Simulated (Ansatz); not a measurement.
Results of PBEsol+SOC in Ansatz (plane waves, PAW) for LuBeNO (model structure, started from the LaZnOP type, P4/nmm, No. 129, 8 atoms in the cell).

The input as run:

Ansatz 0.2 input:
```yaml
crystal:
  lattice:
    - [3.4362066862, 0.0, 0.0]
    - [0.0, 3.4362066862, 0.0]
    - [0.0, 0.0, 7.0122203134]
  atoms:
    - { symbol: Lu, position: [0.0, 0.5, 0.8277325295] }
    - { symbol: Lu, position: [0.5, 0.0, 0.1722674705] }
    - { symbol: Be, position: [0.0, 0.0, 0.5] }
    - { symbol: Be, position: [0.5, 0.5, 0.5] }
    - { symbol: N, position: [0.5, 0.0, 0.5975237009] }
    - { symbol: N, position: [0.0, 0.5, 0.4024762991] }
    - { symbol: O, position: [0.5, 0.5, 0.0] }
    - { symbol: O, position: [0.0, 0.0, 0.0] }
basis:
  ecutwfc: 520
  ecutrho_ratio: 4
  xc_grid: 2
kpoints:
  mp_grid: { grid: [10, 10, 6] }
  band_path:
    path:
      - [0.0, 0.0, 0.0]
      - [0.0, 0.055556, 0.0]
      - [0.0, 0.111111, 0.0]
      - [0.0, 0.166667, 0.0]
      - [0.0, 0.222222, 0.0]
      - [0.0, 0.277778, 0.0]
      - [0.0, 0.333333, 0.0]
      - [0.0, 0.388889, 0.0]
      - [0.0, 0.444444, 0.0]
      - [0.0, 0.5, 0.0]
      - [0.055556, 0.5, 0.0]
      - [0.111111, 0.5, 0.0]
      - [0.166667, 0.5, 0.0]
      - [0.222222, 0.5, 0.0]
      - [0.277778, 0.5, 0.0]
      - [0.333333, 0.5, 0.0]
      - [0.388889, 0.5, 0.0]
      - [0.444444, 0.5, 0.0]
      - [0.5, 0.5, 0.0]
      - [0.461538, 0.461538, 0.0]
      - [0.423077, 0.423077, 0.0]
      - [0.384615, 0.384615, 0.0]
      - [0.346154, 0.346154, 0.0]
      - [0.307692, 0.307692, 0.0]
      - [0.269231, 0.269231, 0.0]
      - [0.230769, 0.230769, 0.0]
      - [0.192308, 0.192308, 0.0]
      - [0.153846, 0.153846, 0.0]
      - [0.115385, 0.115385, 0.0]
      - [0.076923, 0.076923, 0.0]
      - [0.038462, 0.038462, 0.0]
      - [0.0, 0.0, 0.166667]
      - [0.0, 0.0, 0.333333]
      - [0.0, 0.0, 0.5]
      - [0.0, 0.055556, 0.5]
      - [0.0, 0.111111, 0.5]
      - [0.0, 0.166667, 0.5]
      - [0.0, 0.222222, 0.5]
      - [0.0, 0.277778, 0.5]
      - [0.0, 0.333333, 0.5]
      - [0.0, 0.388889, 0.5]
      - [0.0, 0.444444, 0.5]
      - [0.0, 0.5, 0.5]
      - [0.055556, 0.5, 0.5]
      - [0.111111, 0.5, 0.5]
      - [0.166667, 0.5, 0.5]
      - [0.222222, 0.5, 0.5]
      - [0.277778, 0.5, 0.5]
      - [0.333333, 0.5, 0.5]
      - [0.388889, 0.5, 0.5]
      - [0.444444, 0.5, 0.5]
      - [0.5, 0.5, 0.5]
      - [0.461538, 0.461538, 0.5]
      - [0.423077, 0.423077, 0.5]
      - [0.384615, 0.384615, 0.5]
      - [0.346154, 0.346154, 0.5]
      - [0.307692, 0.307692, 0.5]
      - [0.269231, 0.269231, 0.5]
      - [0.230769, 0.230769, 0.5]
      - [0.192308, 0.192308, 0.5]
      - [0.153846, 0.153846, 0.5]
      - [0.115385, 0.115385, 0.5]
      - [0.076923, 0.076923, 0.5]
      - [0.038462, 0.038462, 0.5]
      - [0.0, 0.5, 0.166667]
      - [0.0, 0.5, 0.333333]
      - [0.5, 0.5, 0.166667]
      - [0.5, 0.5, 0.333333]
    npoints: 1
hamiltonian:
  xc: pbesol
  dispersion: none
  pseudopotentials: { kind: paw }
scf:
  occupations: { method: fermi_dirac, width: 0.01 }
  convergence: { dr2_threshold: 0.0000000008 }
output:
  forces: true
  stress: true
  eigenvalues: true
  write_bands: true
magnetization:
  noncollinear: true
  spin_orbit: true
```

**Question.** How many irreducible k-points, plane waves at Γ does the program set up, and what pressure does the run end with?

**Answer.** 84 irreducible k-points, 2227 plane waves at Γ; P = -0.28 GPa, so the cell is stretched on average and its volume would shrink at this level.

The run printed, among other lines:

```
Crystal: 8 atoms, lattice volume = 82.797 Å³
Basis set: ecut = 520 eV, 2227 PW (Γ), exchange–correlation on 54×54×108 points (8 copies of the dense FFT grid, shifted against one another)
Bands: 92, of which v1, the nominal top of the filled ones, is band 76 counted from 1 (75 counted from 0)
Symmetry: 16 space group operations + 16 with time reversal
k-points: 84 of 600
Initial density: superposition of atomic densities (chi_scale 0.1, normalization cell, long waves kept (reshape's long-wave potential 0.13 eV rms))
Functional: x = pbesol(κ = 0.804, μ = 0.12345679012345678), c = pbesol(β = 0.046)
spin=Noncollinear: Resta preconditioning applied to the charge; magnetization (m_x, m_y, m_z) channels mix plain (no charge-response kernel on spin).
SCF 1 converged in 15 iterations: F = -31325.926431 eV  dr2 = 8.98e-11
SCF converged after 15 iterations
Free energy (F): -31325.926431 eV
Internal energy: -31325.926431 eV  (E = F + TS)
E sigma→0 (E₀):  -31325.926431 eV
Fermi energy:    14.590202 eV
--- Forces (eV/Å), atoms counted from 1 ---
  atom   1  Lu     0.00000000     0.00000000     0.02010786
  atom   2  Lu    -0.00000000     0.00000000    -0.02010786
  atom   3  Be     0.00000000     0.00000000    -0.00000000
  atom   4  Be     0.00000000     0.00000000     0.00000000
  atom   5  N      0.00000000     0.00000000     0.00131407
  atom   6  N      0.00000000     0.00000000    -0.00131407
  atom   7  O      0.00000000     0.00000000    -0.00000000
  atom   8  O      0.00000000     0.00000000     0.00000000
--- Stress (GPa, compression-positive) ---
       -0.255783       0.000000       0.000000
        0.000000      -0.255783       0.000000
        0.000000       0.000000      -0.337864
  P = ⅓ Tr σ = -0.2831 GPa (-2.831 kbar)
```

The PAW data were made under PBE.

Note: the relaxation could raise the start's symmetry but not lower it, so the cell can be a saddle point. Note: cell and atoms aren't relaxed at this level (largest force component 0.02 eV/Å, pressure -0.3 GPa).

A model structure was made by putting elements into a prototype or built by hand; it is no filed structure, need not be a known phase, and can be a saddle point held by its symmetry.

Ansatz is an electronic-structure program.
